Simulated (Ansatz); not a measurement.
Start from MoTe2 in the 2H-MoS2 type structure (space group P6_3/mmc, No. 194; a = 3.4967 Å, c = 13.6973 Å; layered, stacked along the Cartesian z axis).

(Cell as relaxed with PBE-D3(BJ).)

Levels (all Ansatz, a program for electronic structure, PAW, earlier PAW set): PBE-D3(BJ) (420 eV, spin-orbit coupling left out); r2SCAN+rVV10 (500 eV, no spin-orbit coupling).

Each level relaxes its own structure.

| base | PBE-D3(BJ) | r2SCAN+rVV10 |
|---|---|---|
| volume per atom | 24.17 Å³ | 25.68 Å³ |
| lattice parameter a | 349.7 pm | 354.2 pm |
| band gap | 0.60 eV | 0.87 eV |

Now apply this change: every lattice vector is shortened by 2.54 %, atoms relaxed at fixed cell.

| quantity | PBE-D3(BJ) | r2SCAN+rVV10 |
|---|---|---|
| shift of the gap caused by the change | -0.27 eV | … |
| band gap | 0.33 eV | … |
| gap character | indirect, K–Γ (81 % along) → K–Γ (44 % along) | … |
| pressure (mean of the normal stresses, compression positive) | 4.90 GPa | … |
| smallest direct gap | 0.68 eV | … |

Q: Predict the r2SCAN+rVV10 column.

A: 
- shift of the gap caused by the change, r2SCAN+rVV10: -0.09 eV
- band gap, r2SCAN+rVV10: 0.78 eV
- gap character, r2SCAN+rVV10: indirect, K → K–Γ (44 % along)
- pressure (mean of the normal stresses, compression positive), r2SCAN+rVV10: 4.25 GPa
- smallest direct gap, r2SCAN+rVV10: 1.13 eV

PBE-D3(BJ)'s shift of the gap caused by the change lies 0.18 eV below r2SCAN+rVV10's; PBE-D3(BJ)'s band gap lies 0.45 eV below r2SCAN+rVV10's; they disagree on the gap character; PBE-D3(BJ)'s pressure lies 0.642 GPa above r2SCAN+rVV10's; PBE-D3(BJ)'s smallest direct gap lies 0.45 eV below r2SCAN+rVV10's. Neither level is exact; r2SCAN+rVV10 is the comparison here, not a measurement.

Spin-orbit coupling, missing from the scalar runs, can matter with Te. The cells carry an imposed strain or load. Stability against distortions was not tested. The D3 term's C6 switches between coordination references near this geometry, which can add small steps to energies.
